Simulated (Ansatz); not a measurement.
Consider ZrC in the rock salt structure (space group Fm-3m, No. 225; a = 4.6691 Å; relaxed with 0.1 eV smearing). Axes: x, y, z lie along the cube axes.

Computed with Kohn–Sham DFT with the PBEsol functional, run in Ansatz (an electronic-structure program) with PAW and 420 eV plane waves, no SOC.

The change: an isotropic linear strain of −2.50 %, atoms relaxed at fixed cell.

Predict the stress tensor and what it implies for the stiffness.

Stress of the strained cell less that of the base (GPa, compression positive):
```
   20.9     0.0     0.0
    0.0    20.9     0.0
    0.0     0.0    20.9
```

Then B = −ΔP/(ΔV/V₀) with ΔV/V₀ = -0.0731 gives secant stiffness values (nonlinear terms included at this strain): B ≈ 286 GPa.

As a check, the harmonic strain energy −½ V₀ Δσ:ε is 62 meV/atom; the computed energy rise is 57 meV/atom.

Stability against distortions was not tested. The final runs are not spin-polarised.
